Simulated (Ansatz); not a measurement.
Results of HSE06 (Ansatz, a program for electronic structure, PAW) for fluorite NiSi₂.

Run with plane-wave cutoff 460 eV, 10×10×10 k mesh, Fermi–Dirac smearing 0.05 eV, no spin polarisation, scalar-relativistic PAW data made under PBE.

Energies at three volumes about the minimum:

| V (Å³/atom) | E − E_lowest (meV/atom) |
|---|---|
| 12.682 | 3.83 |
| 13.119 | 0.00 |
| 13.333 | 3.51 |

**Question.** Fit a parabola by hand: where is the minimum, what lattice constant follows, and what is the bulk modulus?

**Answer.** Slopes: (0.00 − 3.83)/(13.119 − 12.682) = -8.764 and (3.51 − 0.00)/(13.333 − 13.119) = 16.402 meV/Å³. Curvature E″ = 2 × (16.402 − (-8.764))/(13.333 − 12.682) = 77.315 meV/Å⁶. From the middle of the first interval, the slope vanishes at V0 = 12.9005 − (-8.764)/77.315 = 13.014 Å³/atom. B = V0 E″ = 13.014 × 77.315 meV/Å³ × 0.1602 GPa per meV/Å³ = 161 GPa. With 12 atoms in the cube, a = (12 × 13.014)^(1/3) = 5.385 Å. The full Birch–Murnaghan fit to all volumes gives V0 = 13.009 Å³/atom and B0 = 162 GPa.

Measured, for comparison: lattice constant a 5.406 Å (temperature not stated, not corrected to a static lattice; as tabulated in Wikipedia's data pages).

Note: the run has no spin polarisation, so it can have missed a magnetic state.
